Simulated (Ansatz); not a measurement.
The parent structure is Ir in the fcc (Cu type) structure (space group Fm-3m, No. 225; a = 3.845 Å; relaxed with 0.1 eV smearing).

Level of theory: plane-wave PAW DFT at the r2SCAN level (Ansatz, a first-principles code, 500 eV), no spin-orbit coupling.

For the base:

The pressure is 0.0 GPa.

The change: the cell is scaled by 0.9950 in all directions, atoms relaxed at fixed cell.

Question: Predict the new energy relative to the base and pressure.

Answer: The energy grows by 3.8 meV/atom; the pressure goes from zero to 5.9 GPa.

The cells carry an imposed strain or load. No phonon test of stability was made. All final runs are without spin polarisation.
